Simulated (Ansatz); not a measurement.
InSb: point defects

Consider an 8-atom supercell of InSb in the zinc blende structure (space group F-43m, No. 216; a = 6.5191 Å) at its relaxed geometry.

One neutral defect a cell, atoms relaxed at fixed cell.

Calculations: PBEsol (Ansatz, a program for electronic structure, PAW, spin-orbit coupling left out).

```tsv
case	largest displacement of a host atom from its site in the perfect cell	pressure
perfect supercell	–	0.0 GPa
Sb interstitial (started 2.66 Å from the nearest host atom), symmetric start	0.37 Å	5.9 GPa
Al on a Sb site	___	___
Li interstitial (started 2.66 Å from the nearest host atom)	0.03 Å	2.4 GPa
Sn on a In site	0.04 Å	1.5 GPa
In vacancy	0.87 Å	-2.3 GPa
```

Complete the table.


- Al on a Sb site, largest displacement of a host atom from its site in the perfect cell: 0.08 Å
- Al on a Sb site, pressure: -1.0 GPa

The cell is small, so the values are those of an ordered compound at a high defect concentration; dilute-limit values will differ. Defects with a symmetric start kept the site's symmetry and may sit on a saddle; the others started slightly shaken. The final runs are not spin-polarised.
